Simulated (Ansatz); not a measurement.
# How the bulk modulus B0 of TaAl3 (model structure, started from the A15 type, Pm-3n, No. 223, 8 atoms in the cell) moves with the method

No measured value is used here.

| level (code) | value (GPa) | cell (Å³/atom) |
|---|---|---|
| LDA (Ansatz) | 129 | 16.07 |
| PBEsol (Ansatz) | [?] | 16.46 |
| r²SCAN (Ansatz) | 128 | 16.53 |

Task: Some entries are withheld; supply them.

Result: 
- PBEsol (Ansatz, a program for electronic structure), value (GPa): 124

Density-functional levels without +SOC have no spin–orbit coupling. LDA, PBEsol, r²SCAN: the bulk modulus is −V dP/dV from two relaxed cells at ±2 % in volume. Each level is taken at its own relaxed cell. Cutoffs differ between the levels. Ansatz's density-functional and Hartree–Fock values are scalar-relativistic unless marked +SOC, with PAW data made under PBE.

A model structure was made by putting elements into a prototype or built by hand; it is no filed structure, need not be a known phase, and can be a saddle point held by its symmetry.
